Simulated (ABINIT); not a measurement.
# A self-consistent single point of Ca2CdPt2 (Immm, 5 atoms in the cell) with ABINIT

Computed with LDA (PW92), PAW (JTH v2.0 LDA PAW) (plane waves; ABINIT).

This input was run:

```
# Ca2CdPt2, JTH v2.0 LDA PAW
pp_dirpath "./"
pseudos "Ca.LDA_PW-JTH.xml, Cd.LDA_PW-JTH.xml, Pt.LDA_PW-JTH.xml"
acell 3*1.0 Angstrom
rprim
        -2.2248300000    2.9469300000    4.2692100000
         2.2248300000   -2.9469300000    4.2692100000
         2.2248300000    2.9469300000   -4.2692100000
natom 5
ntypat 3
znucl 20 48 78
typat 1 1 2 3 3
xred
         0.2989900000    0.7989900000    0.5000000000
         0.7010100000    0.2010100000    0.5000000000
         0.0000000000    0.0000000000    0.0000000000
         0.7249100000    0.5000000000    0.2249100000
         0.2750900000    0.5000000000    0.7750900000
ecut 21
pawecutdg 42
pawovlp -1
ixc 7
occopt 7
tsmear 0.00367493
nband 34
kptopt 1
ngkpt 5 5 5
nshiftk 1
shiftk 0 0 0
nstep 80
tolvrs 1.0e-12
prtwf 0
prtden 0
enunit 1
```

The program printed (abridged):

```
 Symmetries : space group Im m m (# 71); Bravais oI (body-center ortho.)

 -outvars: echo values of preprocessed input variables --------
            acell      1.8897261329E+00  1.8897261329E+00  1.8897261329E+00 Bohr
             ecut      2.10000000E+01 Hartree
           enunit           1
              ixc           7
         kptrlatt        5    0    0      0    5    0      0    0    5
          kptrlen      4.20431939E+01
            natom           5
            nband          34
            ngfft          48      48      48
          ngfftdg          64      64      64
             nkpt          27
            nstep          80
             nsym           8
           ntypat           3
           occopt           7
        pawecutdg      4.20000000E+01 Hartree
          pawovlp     -1.0000000000E+00
            rprim     -2.2248300000E+00  2.9469300000E+00  4.2692100000E+00
                       2.2248300000E+00 -2.9469300000E+00  4.2692100000E+00
                       2.2248300000E+00  2.9469300000E+00 -4.2692100000E+00
          spgroup          71
           tolvrs      1.00000000E-12
           tsmear      3.67493000E-03 Hartree
            typat      1  1  2  3  3
           useylm           1
             xred      2.9899000000E-01  7.9899000000E-01  5.0000000000E-01
                       7.0101000000E-01  2.0101000000E-01  5.0000000000E-01
                       0.0000000000E+00  0.0000000000E+00  0.0000000000E+00
                       7.2491000000E-01  5.0000000000E-01  2.2491000000E-01
                       2.7509000000E-01  5.0000000000E-01  7.7509000000E-01
            znucl       20.00000   48.00000   78.00000

== DATASET  1 ==================================================================

 Exchange-correlation functional for the present dataset will be:
  LDA: Perdew-Wang 92 LSD fit to Ceperley-Alder data - ixc=7
 Citation for XC functional:
  J.P.Perdew and Y.Wang, PRB 45, 13244 (1992)

 Real(R)+Recip(G) space primitive vectors, cartesian coordinates (Bohr,Bohr^-1):
 R(1)= -4.2043194  5.5688906  8.0676377  G(1)=  0.0000000  0.0897845  0.0619760
 R(2)=  4.2043194 -5.5688906  8.0676377  G(2)=  0.1189253  0.0000000  0.0619760
 R(3)=  4.2043194  5.5688906 -8.0676377  G(3)=  0.1189253  0.0897845  0.0000000
 Unit cell volume ucvol=  7.5556315E+02 bohr^3
 Angles (23,13,12)=  1.33572974E+02  1.17055111E+02  8.17133756E+01 degrees

 Coarse grid specifications (used for wave-functions):

 getcut: wavevector=  0.0000  0.0000  0.0000  ngfft=  48  48  48
         ecut(hartree)=     21.000   => boxcut(ratio)=   2.18232

 Fine grid specifications (used for densities):

 getcut: wavevector=  0.0000  0.0000  0.0000  ngfft=  64  64  64
         ecut(hartree)=     42.000   => boxcut(ratio)=   2.05693

   6.18337478E+03                                ecore*ucvol(ha*bohr**3)

_setup2: Arith. and geom. avg. npw (full set) are    3471.176    3471.160

--- !BeginCycle
solver: {iscf: 17, nstep: 80, nline: 4, wfoptalg: 10, }
tolerances: {tolvrs: 1.00E-12, }
...

     iter   Etot(hartree)      deltaE(h)  residm     nres2
 ETOT  1  -176.01202855816    -1.760E+02 2.211E-01 3.510E+01
 ETOT  2  -176.51228042631    -5.003E-01 2.302E-02 2.627E+01
 ETOT  3  -176.37837715903     1.339E-01 2.360E-02 2.472E+00
 ETOT  4  -176.38481517534    -6.438E-03 1.406E-02 4.544E-01
 ETOT  5  -176.38603074854    -1.216E-03 1.748E-02 1.822E-01
 ETOT  6  -176.38597939509     5.135E-05 3.839E-02 3.317E-02
   [... 33 lines left out ...]
 ETOT 40  -176.38627905122    -7.958E-13 5.767E-05 2.814E-12
 ETOT 41  -176.38627905122     2.274E-13 5.212E-05 5.533E-12
 ETOT 42  -176.38627905122     1.421E-12 4.973E-05 1.745E-12
 ETOT 43  -176.38627905122    -7.958E-13 4.466E-05 1.570E-12
 ETOT 44  -176.38627905122    -7.958E-13 4.226E-05 3.632E-13

 At SCF step   44       nres2   =  3.63E-13 < tolvrs=  1.00E-12 =>converged.

 Cartesian components of stress tensor (hartree/bohr^3)
  sigma(1 1)=  1.79427554E-04  sigma(3 2)=  0.00000000E+00
  sigma(2 2)=  2.31105974E-04  sigma(3 1)=  0.00000000E+00
  sigma(3 3)=  1.44381157E-04  sigma(2 1)=  0.00000000E+00

 ----iterations are completed or convergence reached----

 reduced coordinates (array xred) for    5 atoms
       0.298990000000      0.798990000000      0.500000000000
       0.701010000000      0.201010000000      0.500000000000
       0.000000000000      0.000000000000      0.000000000000
       0.724910000000      0.500000000000      0.224910000000
       0.275090000000      0.500000000000      0.775090000000
 cartesian forces (eV/Angstrom) at end:
    1      0.00000000000000     0.00000000000000    -0.02271836863602
    2     -0.00000000000000     0.00000000000000     0.02271836863602
    3     -0.00000000000000     0.00000000000000     0.00000000000000
    4      0.00000000000000    -0.05931557619933     0.00000000000000
    5     -0.00000000000000     0.05931557619933    -0.00000000000000
 frms,max,avg= 2.3193280E-02 5.9315576E-02   0.000E+00  0.000E+00  0.000E+00 e/A
 length scales=  1.889726132886  1.889726132886  1.889726132886 bohr
              =  1.000000000000  1.000000000000  1.000000000000 angstroms
 Fermi (or HOMO) energy (eV) =   6.26823   Average Vxc (eV)= -10.30631
 Eigenvalues (   eV  ) for nkpt=  27  k points:
 kpt#   1, nband= 34, wtk=  0.00800, kpt=  0.0000  0.0000  0.0000 (reduced coord)
 -34.13460  -34.10491  -15.49810  -15.45097  -15.41609  -15.38482  -15.36539  -15.31417
  -2.52242   -2.43328   -2.32306   -2.28663   -2.27878   -0.89275    2.14582    2.27953
   2.38854    2.58250    3.12774    3.54578    3.89668    3.95129    4.65652    4.98814
   6.06259    6.83679    7.22062    7.28100    7.67935    8.16956    8.18295    8.45362
  10.33426   10.66268
 prteigrs : prtvol=0 or 1, do not print more k-points.

--- !EnergyTerms
comment             : Components of total free energy in Hartree
kinetic             :  4.86084074986060E+01
hartree             :  3.37961625073919E+01
xc                  : -1.78289852939888E+01
Ewald energy        : -1.44392415459595E+02
psp_core            :  8.18379613392945E+00
local_psp           : -1.16803152721442E+02
spherical_terms     :  1.20503304884315E+01
internal            : -1.76385856846667E+02
'-kT*entropy'       : -4.22170461146485E-04
total_energy        : -1.76386279017129E+02
total_energy_eV     : -4.79971474597215E+03
...

-Cartesian components of stress tensor (GPa)         [Pressure= -5.4421E+00 GPa]
- sigma(1 1)=  5.27894001E+00  sigma(3 2)=  0.00000000E+00
- sigma(2 2)=  6.79937136E+00  sigma(3 1)=  0.00000000E+00
- sigma(3 3)=  4.24783959E+00  sigma(2 1)=  0.00000000E+00

 Calculation completed.
```

The run converged in 44 iterations.

The starting cell comes from a database of computed structures (which also holds hypothetical and non-ambient phases and stackings), without a prior relaxation at this level. Spin polarisation is off. With a pressure of about -5 GPa the cell is away from its equilibrium volume at this level.

These are the values that this program gave, and no reference: the one-centre exchange-correlation terms come from a truncated expansion.

Cost on one core of a shared machine: roughly 9 min.
